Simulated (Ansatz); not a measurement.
System: 1T (CdI2-type) Sc2C (cell taken from a computed entry). Method: PBEsol (PAW; Ansatz, a quantum-chemistry and plane-wave program).

The input as run:

Ansatz 0.2 input:
```yaml
crystal:
  lattice:
    - [3.2662796148, 0.0, 0.0]
    - [-1.6331398074, 2.8286811222, 0.0]
    - [0.0, 0.0, 5.5866848319]
  atoms:
    - { symbol: Sc, position: [0.6666666667, 0.3333333333, 0.717083422] }
    - { symbol: Sc, position: [0.3333333333, 0.6666666667, 0.282916578] }
    - { symbol: C, position: [0.0, 0.0, 0.5] }
basis:
  ecutwfc: 520
  ecutrho_ratio: 4
  xc_grid: 2
kpoints:
  mp_grid: { grid: [18, 18, 10] }
hamiltonian:
  xc: pbesol
  dispersion: none
  pseudopotentials: { azcp: { folder: ./paw }, kind: paw }
scf:
  occupations: { method: fermi_dirac, width: 0.05 }
output:
  forces: true
  stress: true
  eigenvalues: true
relax:
  f_tol: 0.004
  escape_saddle: false
  max_steps: 80
  cell: { stress_tol: 0.02, fix: [volume] }
```

Output (set-up and result lines):

```
Relaxation: its limit of steps is 80 (relax.max_steps)
Crystal: 3 atoms, lattice volume = 51.617 Å³
Basis set: ecut = 520 eV, 1353 PW (Γ), exchange–correlation on 50×50×90 points (8 copies of the dense FFT grid, shifted against one another)
Bands: 17, of which v1, the nominal top of the filled ones, is band 13 counted from 1 (12 counted from 0)
Symmetry: 12 space group operations
Space group: P-3m1 (ITA 164), of the structure as read, at distance tolerance 3.7e-5 Å
k-points: 330 of 3240
Initial density: superposition of atomic densities (chi_scale 0.1, normalization cell, long waves kept (reshape's long-wave potential 0.07 eV rms))
Functional: x = pbesol(κ = 0.804, μ = 0.12345679012345678), c = pbesol(β = 0.046)
SCF iter   1: F=—  HF=-4472.599358 eV  |F-HF|=—  |Δ(HF+E_count)|=         —  Δρ=7.95e-2  dr2=8.40e0
SCF iter   2: F=—  HF=-4471.145947 eV  |F-HF|=—  |Δ(HF+E_count)|=    1.45e0  Δρ=2.87e-2  dr2=1.44e0
  ...
SCF 1 converged in 8 iterations: F = -4470.821103 eV  dr2 = 4.92e-8
Crystal: 3 atoms, lattice volume = 51.617 Å³
Initial density: handed on by an earlier stage of this run
SCF 2 converged in 6 iterations: F = -4470.821370 eV  dr2 = 3.54e-8
Crystal: 3 atoms, lattice volume = 51.617 Å³
SCF 3 converged in 5 iterations: F = -4470.823541 eV  dr2 = 1.88e-7
Crystal: 3 atoms, lattice volume = 51.617 Å³
SCF 4 converged in 4 iterations: F = -4470.823579 eV  dr2 = 1.73e-8
Crystal: 3 atoms, lattice volume = 51.617 Å³
SCF 5 converged in 4 iterations: F = -4470.823584 eV  dr2 = 5.06e-9
Crystal: 3 atoms, lattice volume = 51.617 Å³
SCF iter   4: F=—  HF=-4470.823585 eV  |F-HF|=—  |Δ(HF+E_count)|=  7.73e-11  Δρ=2.13e-7  dr2=1.52e-11
SCF iter   5: F=-4470.823585 eV  HF=-4470.823585 eV  |F-HF|=1.82e-12  |Δ(HF+E_count)|=  9.09e-13  Δρ=4.02e-8  dr2=5.89e-13
SCF 6 converged in 5 iterations: F = -4470.823585 eV  dr2 = 5.89e-13
SCF converged after 5 iterations
Free energy (F): -4470.823585 eV
Internal energy: -4470.800818 eV  (E = F + TS)
E sigma→0 (E₀):  -4470.812201 eV
Fermi energy:    9.797408 eV
--- Forces (eV/Å), atoms counted from 1 ---
  atom   1  Sc     0.00000000    -0.00000000     0.00011841
  atom   2  Sc    -0.00000000     0.00000000    -0.00011841
  atom   3  C     -0.00000000     0.00000000     0.00000000
--- Stress (GPa, compression-positive) ---
        1.557590       0.000000       0.000000
        0.000000       1.557590      -0.000000
        0.000000      -0.000000       1.555255
  P = ⅓ Tr σ = 1.5568 GPa (15.568 kbar)
```

The cell is one volume of an energy–volume scan, off the minimum.

The PAW data were made under PBE.

Note: the cell comes from a level without a dispersion term, which matters for the spacing of layers, chains or molecules. Note: the relaxation could not lower the start's symmetry, so the cell can be a saddle point above a distorted one. Note: the cell has widely spaced layers and the level no dispersion term, so their spacing and the moduli can rest on weak binding.
